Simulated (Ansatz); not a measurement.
F on the 1x1 (100) surface of rock-salt MgO (cut with top plane Mg + O), one in a 1x1 cell, started at the site 'bridge Mg-O (span 2.1 Å)'

Host crystal: rock-salt MgO, with a band gap (PBE, scalar-relativistic without spin-orbit coupling).

Calculation: PBE (plane waves to 420 eV, PAW; Ansatz, a quantum-chemistry and plane-wave program).

Slab: 9 atoms, 6.4 Å thick at the start under the adsorbate (thin: gaps and levels are the slab's own); k 6x6x1, smearing 0.01 eV, dipole-corrected; 4 atoms held, the rest relaxed; symmetry of the start imposed; spin-polarised, ending with about 1.0 μB a cell; orders that need a larger cell were not tried, no spin-orbit, no U, no dispersion correction. At the end it is bonded to Mg. In PBE it is, or lies within 0.03 eV of, the lowest of the starts that converged.

```
Quantity                                                                                                                 Result
--------------------------------------------------------------------------------------  ---------------------------------------
adsorption energy against ½ F2(g)                                                                                      -816 meV
gap of the slab on its k-mesh                                                                                           0.63 eV
highest filled level below the top vacuum level                                                                         8.95 eV
change of the step from the bottom to the top vacuum level, against the clean slab                                      3.77 eV
energy released by relaxation                                                                                           0.45 eV
height of the binding atom over the mean of the host atoms within 0.3 Å of the top one                                  1.396 Å
magnetic moment of the cell                                                                                             1.00 μB
nearest host atoms of the binding atom                                                  Mg at 1.90 Å, O at 2.11 Å, Mg at 3.98 Å
largest move of a host atom                                                                                              0.44 Å
cost                                                                                             around 90 core-seconds (rough)
```

A negative adsorption energy means that the adsorbate is more stable on the surface than in its reference.
